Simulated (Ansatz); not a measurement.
Consider a 16-atom cell of (Ru,Os) started in the hexagonal close-packed structure, site fractions Ru 0.125, Os 0.875, short-range order -0.05 among the nearest mixed sites (0 is random, a negative value favours unlike neighbours), space group Cm at the end. Its start:

```xyz
16
Lattice="0.0002 -4.7805 -4.3319 -0.0002 4.7805 -4.3319 5.5202 -0.0002 4.3319" Properties=species:S:1:pos:R:3 pbc="T T T"
Os     1.3782    -0.7884    -3.2489
Os     5.5156     1.5929     1.0830
Os     5.5183    -3.1960     1.0830
Os     4.1405    -0.8078     1.0830
Ru     2.7609     1.6031    -3.2489
Os     2.7588    -3.1912    -3.2489
Ru     1.3825     3.9847    -3.2489
Os     4.1455    -0.7987    -3.2489
Os     2.7556    -1.5884    -1.0952
Os     1.3841     0.8027    -1.0871
Os     1.3841     0.8027    -5.4107
Os     0.0076     3.1834    -5.4177
Os     4.1331     0.7923    -1.0805
Os     4.1333    -3.9882    -1.0855
Os     2.7554     3.1921    -1.0708
Os     0.0078    -1.5971    -5.4121
```

The mixing enthalpy is taken against the end members in the hexagonal close-packed type, relaxed in the same cell and mesh.

These are r2SCAN (plane waves to 500 eV, PAW; Ansatz, an electronic-structure program) values and carry that method's errors. No spin–orbit coupling; the runs are not spin-polarised. Its k-point mesh 6×6×6, Fermi–Dirac width 0.05 eV.

| end member | weight | volume per atom (Å³) |
|---|---|---|
| Ru | 0.125 | 13.49 |
| Os | 0.875 | 14.02 |

**Question.** Predict the alloy's volume, bond lengths and mixing enthalpy.

**Answer.** 
- volume per atom = 13.95 Å³
- Os–Os bonds = 2.703 Å on average, from 2.667 to 2.739 (73)
- Os–Ru bonds = 2.700 Å on average, from 2.669 to 2.739 (22)
- Ru–Ru bonds = 2.733 Å on average, from 2.733 to 2.733 (1)
- mixing enthalpy per site of the mixed sublattice = -4 meV
- departure of the mean lattice parameter from Vegard's line = under 0.15 %, inside the noise of the relaxations
